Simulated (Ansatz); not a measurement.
**Os: response to strain**

The parent structure is Os in the hcp (Mg type) structure (space group P6_3/mmc, No. 194; a = 2.729 Å, c = 4.309 Å; relaxed with 0.1 eV smearing).

Strains are applied to the cell and any free atomic positions relax.

Method: PBEsol (Ansatz, a first-principles code; PAW; 420 eV plane waves; scalar-relativistic without spin-orbit coupling).

Notes on the quantities. pressure: mean of the normal stresses, compression positive.

```csv
isotropic strain (%),pressure (GPa)
-3,49.0
-2,30.2
-1.5,21.8
-0.5,6.7
0,0.0
1,-12.0
1.5,-17.3
2,?
3,-31.0
```

Q: Fit P = P₀ − Bδ + Cδ² with δ = (1 + ε)³ − 1 to the rows shown and predict the withheld row.

A: Least squares on the printed values gives P₀ = 0.0 GPa, B = 446 GPa (at held cell shape), C = 1250 GPa (largest residual 0.5 GPa); this predicts -22.6 GPa, and the run gives -22.3 GPa, 0.3 higher.

No phonon test of stability was made. All final runs are without spin polarisation.
